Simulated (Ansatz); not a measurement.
Consider Al vacancy in zinc-blende AlAs, charge state -3. Method: PBE, PAW (plane waves to 420 eV; Ansatz, a first-principles code).

Cell of 64 host sites held at the relaxed PBE lattice; one k-point at (0.250, 0.250, 0.250); Fermi-Dirac width 0.01 eV, spin-restricted; finite-size errors left in. No zero-point or tunnelling terms. The charge state is imposed; whether it is stable for some Fermi level was not computed. Forms of the defect that were not tried may lie lower.

Barriers: single points on a 2×2×2 k-point mesh shifted by half a step at the bands' geometries.

The step: one Al atom jumps into the vacancy from a nearby Al site. Atoms about the jump, Cartesian Å from the middle of the jump, before and after:

```json
[
 {"atom": "Al1", "x0": "0.00", "y0": "-1.37", "z0": "1.38", "x1": "0.00", "y1": "1.37", "z1": "-1.38"},
 {"atom": "As2", "x0": "1.21", "y0": "0.10", "z0": "-0.14", "x1": "1.21", "y1": "-0.14", "z1": "0.10"},
 {"atom": "As3", "x0": "-1.51", "y0": "0.01", "z0": "2.84", "x1": "-1.42", "y1": "-0.14", "z1": "2.73"},
 {"atom": "As4", "x0": "-1.42", "y0": "2.73", "z0": "-0.14", "x1": "-1.51", "y1": "2.84", "z1": "0.01"},
 {"atom": "As5", "x0": "-1.51", "y0": "-2.84", "z0": "0.00", "x1": "-1.34", "y1": "-2.69", "z1": "0.17"},
 {"atom": "As6", "x0": "-1.34", "y0": "0.18", "z0": "-2.69", "x1": "-1.51", "y1": "0.00", "z1": "-2.84"},
 {"atom": "Al7", "x0": "-2.86", "y0": "-1.34", "z0": "-1.51", "x1": "-2.86", "y1": "-1.51", "z1": "-1.34"},
 {"atom": "Al8", "x0": "-2.89", "y0": "1.52", "z0": "1.37", "x1": "-2.90", "y1": "1.38", "z1": "1.52"},
 {"atom": "As9", "x0": "-4.36", "y0": "0.01", "z0": "0.00", "x1": "-4.36", "y1": "0.00", "z1": "0.01"}
]
```

Question: Give the saddle-point geometry and the barrier.

Answer: 
```
atom      x      y      z
----  -----  -----  -----
Al1   -0.74   0.03   0.02
As2    1.62   0.00  -0.01
As3   -1.51   0.07   2.67
As4   -1.51   2.67   0.06
As5   -1.44  -2.65  -0.01
As6   -1.44   0.00  -2.66
Al7   -3.02  -1.52  -1.53
Al8   -3.09   1.55   1.54
As9   -4.38   0.00  -0.01
```
It lies 1.66 eV above the start and 1.66 eV above the end. The saddle point's order was not checked, and it lies on a symmetry element of the cell, where a band can be held.
